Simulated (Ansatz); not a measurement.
System: BaSiO₃ (model structure, from the tetragonal perovskite type, P4mm, No. 99). Method: G0W0@PBEsol (Ansatz, a program for electronic structure, hard PAW, contour deformation).

The same calculation (at the PBEsol cell, 12.349 Å³/atom) with different numerical settings; throughout: k mesh 2×2×2:

```tsv
run	response cutoff (eV)	empty bands	quasiparticle gap on the mesh (eV)	quasiparticle gap at Γ (eV)	rough time
1	100	258	2.703	4.070	40 core-s
2	150	473	2.890	4.243	100 core-s
3	200	729	2.999	4.339	4 core-min
4	250	1018	3.064	4.396	10 core-min
5	300	1338	(withheld)	(withheld)	20 core-min
```

Task: Fill in the missing entries.

Result: 
- 5, quasiparticle gap on the mesh (eV): 3.107
- 5, quasiparticle gap at Γ (eV): 4.432

In the column quasiparticle gap on the mesh (eV) the first row differs from the last by -0.404 and the next to last by -0.043.

The last row is no converged limit: other settings stay fixed.

Spin–orbit coupling is not included.

A model structure was made by putting elements into a prototype or built by hand; it is no filed structure, need not be a known phase, and can be a saddle point held by its symmetry.
